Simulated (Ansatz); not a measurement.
The cell is built on a prototype and need not be the phase stable at ambient conditions.

By PBEsol, the system below comes out a metal.

The ballistic (Sharvin) conductance counts the channels at the Fermi level: G/A = (e²/h) × channels of both spins per area.

Given:

```
WP
1.0
    4.21745     0.00000     0.00000
   -2.10873     3.65242     0.00000
    2.10873     1.21747     1.72177
W P
1 1
Cartesian
  0.00000   0.00000   0.00000
  0.00000   2.43495   0.86088
```

Space group of this cell: Pm-3m, CsCl type. The cell was relaxed by PBE-D3(BJ); by PBEsol its mean pressure is 1.1 GPa.

The current flows along the normal of the first two printed cell vectors. No spin-orbit coupling; the value is a mean over 0.1 eV about the Fermi level.

Q: Predict the ballistic conductance per area from PBEsol in Ansatz (a program for electronic structure).

A: 1.2 × 10¹⁵ S/m² for both spins.
